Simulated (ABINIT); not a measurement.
## Input and output of a self-consistent single point for LiCuS2 (Pnnm, 8 atoms in the cell) (ABINIT)

Level of theory: PBEsol, PAW (JTH v2.0 PBE PAW, files made for PBE) (plane waves; ABINIT).

This input was run:

```
# LiCuS2, JTH v2.0 PBE PAW
pp_dirpath "./"
pseudos "Li.GGA_PBE-JTH.xml, Cu.GGA_PBE-JTH.xml, S.GGA_PBE-JTH.xml"
acell 3*1.0 Angstrom
rprim
         5.9655400000    0.0000000000    0.0000000000
         0.0000000000    6.6546100000    0.0000000000
         0.0000000000    0.0000000000    3.3749900000
natom 8
ntypat 3
znucl 3 29 16
typat 1 1 2 2 3 3 3 3
xcart
         0.0000000000    6.2876951831    3.1889033867
         5.6366183928    0.0000000000    0.0000000000
         0.0000000000    0.0000000000    0.0000000000
         5.6366183928    6.2876951831    3.1889033867
         2.0749519627   10.7401378962    3.1889033867
         9.1982848228    1.8352524700    3.1889033867
         7.7115703555    8.1229476531    0.0000000000
         3.5616664300    4.4524427131    0.0000000000
ecut 30
pawecutdg 60
pawxcdev 0
ixc -116133
occopt 1
nband 36
kptopt 1
ngkpt 3 3 5
nshiftk 1
shiftk 0 0 0
nstep 100
toldfe 1.0e-09
diemac 9
prtwf 0
prtden 0
enunit 2
```

Output, abridged:

```
 Symmetries : space group Pn n m (# 58); Bravais oP (primitive ortho.)

 -outvars: echo values of preprocessed input variables --------
            acell      1.8897261329E+00  1.8897261329E+00  1.8897261329E+00 Bohr
           diemac      9.00000000E+00
             ecut      3.00000000E+01 Hartree
           enunit           2
              ixc     -116133
         kptrlatt        3    0    0      0    3    0      0    0    5
          kptrlen      3.18890340E+01
            natom           8
            nband          36
            ngfft          60      64      32
          ngfftdg          80      90      48
             nkpt          12
            nstep         100
             nsym           8
           ntypat           3
        pawecutdg      6.00000000E+01 Hartree
         pawxcdev           0
            rprim      5.9655400000E+00  0.0000000000E+00  0.0000000000E+00
                       0.0000000000E+00  6.6546100000E+00  0.0000000000E+00
                       0.0000000000E+00  0.0000000000E+00  3.3749900000E+00
          spgroup          58
           toldfe      1.00000000E-09 Hartree
            typat      1  1  2  2  3  3  3  3
           useylm           1
             xred     -1.0905168435E-09  4.9999999891E-01  4.9999999891E-01
                       4.9999999891E-01 -1.0926524963E-09 -1.0908027537E-09
                      -1.0905168435E-09 -1.0926524963E-09 -1.0908027537E-09
                       4.9999999891E-01  4.9999999891E-01  4.9999999891E-01
                       1.8405999920E-01  8.5405999846E-01  4.9999999891E-01
                       8.1593999862E-01  1.4593999936E-01  4.9999999891E-01
                       6.8405999920E-01  6.4593999936E-01 -1.0908027537E-09
                       3.1593999862E-01  3.5405999846E-01 -1.0908027537E-09
            znucl        3.00000   29.00000   16.00000

== DATASET  1 ==================================================================

 Real(R)+Recip(G) space primitive vectors, cartesian coordinates (Bohr,Bohr^-1):
 R(1)= 11.2732368  0.0000000  0.0000000  G(1)=  0.0887057  0.0000000  0.0000000
 R(2)=  0.0000000 12.5753904  0.0000000  G(2)=  0.0000000  0.0795204  0.0000000
 R(3)=  0.0000000  0.0000000  6.3778068  G(3)=  0.0000000  0.0000000  0.1567937
 Unit cell volume ucvol=  9.0415204E+02 bohr^3
 Angles (23,13,12)=  9.00000000E+01  9.00000000E+01  9.00000000E+01 degrees

 Coarse grid specifications (used for wave-functions):

 getcut: wavevector=  0.0000  0.0000  0.0000  ngfft=  60  64  32
         ecut(hartree)=     30.000   => boxcut(ratio)=   2.03495

 Fine grid specifications (used for densities):

 getcut: wavevector=  0.0000  0.0000  0.0000  ngfft=  80  90  48
         ecut(hartree)=     60.000   => boxcut(ratio)=   2.03517

   6.71899196E+03                                ecore*ucvol(ha*bohr**3)

_setup2: Arith. and geom. avg. npw (full set) are    7097.889    7097.868

--- !BeginCycle
solver: {iscf: 17, nstep: 100, nline: 4, wfoptalg: 10, }
tolerances: {toldfe: 1.00E-09, }
...

     iter   Etot(hartree)      deltaE(h)  residm     nres2
 ETOT  1  -438.91402699209    -4.389E+02 2.932E+01 5.464E+01
 ETOT  2  -452.56842743996    -1.365E+01 2.634E-01 3.632E+02
 ETOT  3  -452.17162200395     3.968E-01 7.139E-02 8.001E+01
 ETOT  4  -452.14866077174     2.296E-02 3.788E-03 8.668E+01
 ETOT  5  -452.01104347201     1.376E-01 1.380E-02 8.723E+00
 ETOT  6  -452.00669529870     4.348E-03 7.231E-04 2.094E+00
   [... 7 lines left out ...]
 ETOT 14  -452.00322147599     7.964E-09 1.120E-09 2.567E-06
 ETOT 15  -452.00322147154     4.457E-09 1.216E-10 4.430E-07
 ETOT 16  -452.00322147004     1.500E-09 3.422E-11 1.177E-07
 ETOT 17  -452.00322146988     1.527E-10 2.315E-11 1.342E-09
 ETOT 18  -452.00322146990    -1.529E-11 1.431E-12 3.179E-10

 At SCF step   18, etot is converged :
  for the second time, diff in etot=  1.529E-11 < toldfe=  1.000E-09

 Cartesian components of stress tensor (hartree/bohr^3)
  sigma(1 1)=  1.04685668E-04  sigma(3 2)=  0.00000000E+00
  sigma(2 2)=  9.67095317E-05  sigma(3 1)=  0.00000000E+00
  sigma(3 3)=  9.34310748E-05  sigma(2 1)=  0.00000000E+00

 ----iterations are completed or convergence reached----

 reduced coordinates (array xred) for    8 atoms
      -0.000000001091      0.499999998907      0.499999998909
       0.499999998909     -0.000000001093     -0.000000001091
      -0.000000001091     -0.000000001093     -0.000000001091
       0.499999998909      0.499999998907      0.499999998909
       0.184059999196      0.854059998456      0.499999998909
       0.815939998623      0.145939999359      0.499999998909
       0.684059999196      0.645939999359     -0.000000001091
       0.315939998623      0.354059998456     -0.000000001091
 cartesian forces (eV/Angstrom) at end:
    1     -0.00000000000000    -0.00000000000000    -0.00000000000000
    2     -0.00000000000000    -0.00000000000000    -0.00000000000000
    3     -0.00000000000000    -0.00000000000000    -0.00000000000000
    4     -0.00000000000000    -0.00000000000000    -0.00000000000000
    5     -0.16313749608430     0.09821634731801    -0.00000000000000
    6      0.16313749608430    -0.09821634731801     0.00000000000000
    7     -0.16313749608430    -0.09821634731801    -0.00000000000000
    8      0.16313749608430     0.09821634731801    -0.00000000000000
 frms,max,avg= 7.7739194E-02 1.6313750E-01   0.000E+00  0.000E+00  0.000E+00 e/A
 length scales=  1.889726132886  1.889726132886  1.889726132886 bohr
              =  1.000000000000  1.000000000000  1.000000000000 angstroms
 Fermi (or HOMO) energy (hartree) =   0.13979   Average Vxc (hartree)=  -0.36040
 Eigenvalues (hartree) for nkpt=  12  k points:
 kpt#   1, nband= 36, wtk=  0.02222, kpt=  0.0000  0.0000  0.0000 (reduced coord)
  -3.99821   -3.99821   -2.44534   -2.44534   -2.44347   -2.44347   -2.42096   -2.42096
  -1.49425   -1.49425   -0.35949   -0.32688   -0.29808   -0.29326   -0.06126   -0.04170
  -0.02757   -0.02710   -0.01235    0.00460    0.02317    0.02707    0.03215    0.03397
   0.04062    0.04095    0.05227    0.07974    0.08129    0.10262    0.11066    0.13442
   0.13937    0.13979    0.19395    0.19744
 prteigrs : prtvol=0 or 1, do not print more k-points.

 Fermi (or HOMO) energy (eV) =   3.80396   Average Vxc (eV)=  -9.80707
 Eigenvalues (   eV  ) for nkpt=  12  k points:
 kpt#   1, nband= 36, wtk=  0.02222, kpt=  0.0000  0.0000  0.0000 (reduced coord)
-108.79684 -108.79684  -66.54114  -66.54112  -66.49027  -66.49026  -65.87756  -65.87755
 -40.66072  -40.66060   -9.78212   -8.89480   -8.11130   -7.98013   -1.66707   -1.13463
  -0.75009   -0.73752   -0.33610    0.12507    0.63037    0.73659    0.87480    0.92426
   1.10523    1.11419    1.42225    2.16975    2.21212    2.79236    3.01129    3.65777
   3.79236    3.80396    5.27764    5.37262
 prteigrs : prtvol=0 or 1, do not print more k-points.

--- !EnergyTerms
comment             : Components of total free energy in Hartree
kinetic             :  4.25840944058338E+01
hartree             :  1.60579833181161E+02
xc                  : -2.12782556242817E+01
Ewald energy        : -1.99910693198902E+02
psp_core            :  7.43126337934595E+00
local_psp           : -3.77289986556989E+02
spherical_terms     : -6.41194872108176E+01
total_energy        : -4.52003231624650E+02
total_energy_eV     : -1.22996334416989E+04
...

-Cartesian components of stress tensor (GPa)         [Pressure= -2.8914E+00 GPa]
- sigma(1 1)=  3.07995818E+00  sigma(3 2)=  0.00000000E+00
- sigma(2 2)=  2.84529218E+00  sigma(3 1)=  0.00000000E+00
- sigma(3 3)=  2.74883666E+00  sigma(2 1)=  0.00000000E+00

 Calculation completed.
```

The run converged in 18 iterations.

The starting cell comes from a database of computed structures (which also holds hypothetical and non-ambient phases and stackings), without a prior relaxation at this level. The potentials were made for another functional than the one used.

Cost on one core of a shared machine: roughly 2 min.
